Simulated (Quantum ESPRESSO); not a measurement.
Density of states of Ru (P6_3/mmc, 4 atoms in the cell).

```
Ru
1.0
    2.68447     0.00000     0.00000
   -1.34223     2.32482     0.00000
    0.00000     0.00000     8.63730
Ru
4
Direct
  0.00000   0.00000   0.00000
  0.00000   0.00000   0.50000
  0.33333   0.66667   0.25000
  0.66667   0.33333   0.75000
```

Method of the run: revPBE, SSSP 1.1.2 efficiency (PBE) pseudopotentials (plane waves; Quantum ESPRESSO).

SCF settings: ecutwfc = 60 Ry; occupations = smearing; smearing = gaussian; degauss = 0.0036749 Ry; input_dft = revpbe; potentials = {Ru: Ru_ONCV_PBE-1.0.oncvpsp.upf}; K_POINTS = automatic 14 14 4 0 0 0; conv_thr = 1e-09 Ry; mixing_beta = 0.4. Keys of the DOS step: nscf.calculation = nscf; nscf.verbosity = high; nscf.nbnd = 40; nscf.startingwfc = random; nscf.diago_thr_init = 1e-06; nscf.K_POINTS = automatic 21 21 6 0 0 0; dos.x.fildos = dos.dat; dos.x.Emin = -15 eV; dos.x.Emax = 30 eV; dos.x.DeltaE = 0.05 eV; dos.x.ngauss = 0; dos.x.degauss = 0.00735 Ry.

The starting cell was generated: these elements placed on a structure prototype, without a prior relaxation; it need not be a known phase or ordering of this composition. Its lattice was rescaled by a random factor within 2.5 % of one. Spin polarisation is off.

Total DOS (both spins), as means of the tabulated values in each energy bin; the zero is the program's Fermi level or highest filled level, and the curve is cut to this window:

```json
[
 {"E (eV)": "-7.80", "states/eV/cell": "0.08"},
 {"E (eV)": "-7.40", "states/eV/cell": "0.19"},
 {"E (eV)": "-7.00", "states/eV/cell": "0.28"},
 {"E (eV)": "-6.60", "states/eV/cell": "0.40"},
 {"E (eV)": "-6.20", "states/eV/cell": "2.09"},
 {"E (eV)": "-5.80", "states/eV/cell": "4.60"},
 {"E (eV)": "-5.40", "states/eV/cell": "6.43"},
 {"E (eV)": "-5.00", "states/eV/cell": "6.28"},
 {"E (eV)": "-4.60", "states/eV/cell": "4.39"},
 {"E (eV)": "-4.20", "states/eV/cell": "3.99"},
 {"E (eV)": "-3.80", "states/eV/cell": "4.37"},
 {"E (eV)": "-3.40", "states/eV/cell": "5.14"},
 {"E (eV)": "-3.00", "states/eV/cell": "5.88"},
 {"E (eV)": "-2.60", "states/eV/cell": "5.80"},
 {"E (eV)": "-2.20", "states/eV/cell": "6.84"},
 {"E (eV)": "-1.80", "states/eV/cell": "5.86"},
 {"E (eV)": "-1.40", "states/eV/cell": "5.09"},
 {"E (eV)": "-1.00", "states/eV/cell": "3.84"},
 {"E (eV)": "-0.60", "states/eV/cell": "3.77"},
 {"E (eV)": "-0.20", "states/eV/cell": "4.76"},
 {"E (eV)": "0.20", "states/eV/cell": "3.85"},
 {"E (eV)": "0.60", "states/eV/cell": "3.93"}
]
```

Around zero the curve holds about 3.9 states/eV/cell.
